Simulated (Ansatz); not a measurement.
BP (F-43m), Ansatz (a quantum-chemistry and plane-wave program) with PBE with spin-orbit coupling, rigid bands: N_v = 2.48e19 cm⁻³ at 300 K and a hole conductivity mass of 0.425 mₑ.

For 1e17 holes per cm³ at 300 K, place the Fermi level, estimate the Seebeck coefficient of a parabolic band with constant τ, and give mobility and conductivity for τ = 10 fs.

The level lies k_BT ln(N_v/p) = 0.143 eV above the valence-band maximum. S ≈ +(k_B/e)[ln(N_v/p) + 5/2] = 691 μV/K, against 720 μV/K from the full bands (mean over directions). μ = eτ/m = 41.4 cm²/(V·s) and σ = peμ = 0.663 S/cm. τ is assumed, not computed.

Band transport and this doping are assumed; polarons and phonon drag are left out. Geometry: cell and atoms relaxed with PBEsol.
